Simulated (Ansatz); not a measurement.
1T (CdI2-type) PtTe2 was calculated with PBEsol+SOC (Ansatz, a program for electronic structure, PAW).

Settings: plane-wave cutoff 520 eV, 18×18×12 k mesh (along the axes of the cell as run), Fermi–Dirac smearing 0.05 eV, PAW data made under PBE.

Computed at the level's own relaxed cell.

### Question
Estimate the volume per atom, bulk modulus, lattice parameter a and c axis length that the calculation returns.

### Answer

volume per atom: 24.36 Å³/atom
bulk modulus: 56.1 GPa
lattice parameter a: 4.041 Å
c axis length: 5.170 Å

The run finds no gap.

Measured, for comparison: lattice constant a 4.026 Å, lattice parameter c 5.221 Å (temperature not stated, not corrected to a static lattice; as tabulated in Pelayo et al. (2023), arXiv:2312.15371). Computed (rounded) less measured: lattice constant a +0.4 %, lattice parameter c -1.0 %. A static lattice is as a rule a little smaller and stiffer than an uncorrected measurement, which narrows the difference in the lattice parameter c and would widen misses of the other sign.

Note: the cell comes from a level without a dispersion term, which matters for the spacing of layers, chains or molecules; the bulk modulus comes from volumes at which shape and atoms were relaxed.

Computed values are for the static lattice.

It cost roughly 3.0 core-hours of CPU time.
